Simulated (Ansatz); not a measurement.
The parent structure is GaN in the zinc blende structure (space group F-43m, No. 216).

```
CELL_PARAMETERS angstrom
      0.00000     2.27425     2.27425
      2.27425     0.00000     2.27425
      2.27425     2.27425     0.00000
ATOMIC_POSITIONS crystal
  Ga 0.00000 0.00000 0.00000
  N  0.25000 0.25000 0.25000
```

Cartesian axes are those of the cell as printed.

Computed with PBE (Ansatz, a first-principles code; PAW; 420 eV plane waves; spin-orbit coupling left out).

It is then changed as follows: the cell is scaled by 1.0250 in all directions, atoms relaxed at fixed cell.

### Question
Predict the stress tensor and what it implies for the stiffness.

### Answer
Stress of the strained cell less that of the base (GPa, compression positive):
```
 -10.80    0.00    0.00
   0.00  -10.80    0.00
   0.00    0.00  -10.80
```

Then B = −ΔP/(ΔV/V₀) with ΔV/V₀ = 0.0769 gives secant stiffness values (nonlinear terms included at this strain): B ≈ 140 GPa.

As a check, the harmonic strain energy −½ V₀ Δσ:ε is 30 meV/atom; the computed energy rise is 33 meV/atom.

No phonon test of stability was made. This is not the structure that GaN has at room temperature and ambient pressure.
